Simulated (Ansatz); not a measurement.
Reference: TiPt3 (Pm-3m), PBEsol, DFPT electron-phonon coupling, linearised Boltzmann equation (plane waves, PAW, scalar-relativistic; Ansatz, a program for electronic structure); geometry: relaxed with this functional, without spin-orbit coupling.

```cif
data_Pt3Ti
_chemical_formula_sum 'Ti1 Pt3'
_space_group_name_H-M_alt 'P 1'
_space_group_IT_number 1
_cell_length_a 3.89947
_cell_length_b 3.89947
_cell_length_c 3.89947
_cell_angle_alpha 90.000
_cell_angle_beta 90.000
_cell_angle_gamma 90.000
loop_
_space_group_symop_operation_xyz
  'x, y, z'
loop_
_atom_site_label
_atom_site_type_symbol
_atom_site_fract_x
_atom_site_fract_y
_atom_site_fract_z
_atom_site_occupancy
Ti1 Ti 0.00000 0.00000 0.00000 1
Pt1 Pt 0.50000 0.50000 0.00000 1
Pt2 Pt 0.00000 0.50000 0.50000 1
Pt3 Pt 0.50000 0.00000 0.50000 1
```

* **resistivity at 300 K**: 14.6 μΩ·cm

Problem. Replace Pt by Zn on the same sites and relax. What happens?

Solution. TiZn₃ (Pm-3m): volume per atom 14.8 to 14.3 Å³; resistivity at 300 K rises (14.6 μΩ·cm to 22 μΩ·cm).

Problem. Replace Ti by Lu on the same sites and relax. What happens?

Solution. LuPt$_{3}$ (Pm-3m): volume per atom 14.8 to 16.3 Å³; resistivity at 300 K stays about the same (14.6 μΩ·cm to 13.6 μΩ·cm).

Problem. Swap Ti for Mg, keeping the structure type. How do these values move?

Solution. MgPt$_{3}$ (Pm-3m): volume per atom 14.8 to 14.9 Å³; resistivity at 300 K falls (14.6 μΩ·cm to 12.1 μΩ·cm).

Moves up to 14 % count as about the same. Metals; harmonic phonons alone scatter; means over directions. Halving the electron mesh moves these values by up to 9 %; q meshes are mostly untested. Some of the runs warned that the eigensolver left states short of its tolerance. Spin-orbit coupling is left out.

Formula and space group known from diffraction (Crystallography Open Database), not checked to be the room-temperature form: LuPt3 (Pm-3m), TiPt3 (Pm-3m), TiZn3 (Pm-3m). Computed structure with no diffraction record at hand here (it may be known, metastable or hypothetical): MgPt3 (Pm-3m). The missing spin-orbit coupling matters most for LuPt3 (Pm-3m), MgPt3 (Pm-3m), TiPt3 (Pm-3m).
